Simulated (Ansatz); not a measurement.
**Li (R-3m, No. 166, 3 atoms in the cell; start mp-1018134; another form than the element's usual one)**

The numbers are results of r²SCAN (plane waves, PAW; Ansatz, an electronic-structure program), not measurements.

Settings: plane-wave cutoff 560 eV, 20×20×20 k mesh, Fermi–Dirac smearing 0.05 eV, scalar-relativistic PAW data made under PBE.

Cell (relaxed at this level):

```cif
data_Li9
_chemical_formula_sum 'Li9'
_space_group_name_H-M_alt 'R-3m :H'
_space_group_IT_number 166
_space_group_name_Hall '-R 3 2"'
_cell_length_a 3.08968
_cell_length_b 3.08968
_cell_length_c 22.83115
_cell_angle_alpha 90.000
_cell_angle_beta 90.000
_cell_angle_gamma 120.000
loop_
_atom_site_label
_atom_site_type_symbol
_atom_site_symmetry_multiplicity
_atom_site_Wyckoff_symbol
_atom_site_fract_x
_atom_site_fract_y
_atom_site_fract_z
_atom_site_occupancy
Li1 Li 6 c 0.00000 0.00000 0.22223 1
Li2 Li 3 a 0.00000 0.00000 0.00000 1
```
(The calculation used a cell of 3 atoms; values per cell refer to that cell.)

```
Property           Result
---------------  --------
band gap             none
bulk modulus B0  13.0 GPa
```

Note: the relaxation could not lower the start's symmetry, so the cell can be a saddle point above a distorted one; the bulk modulus is −V dP/dV from two relaxed cells at ±2 % in volume.

A start named mp-… is a Materials Project structure, which need not be a measured phase.
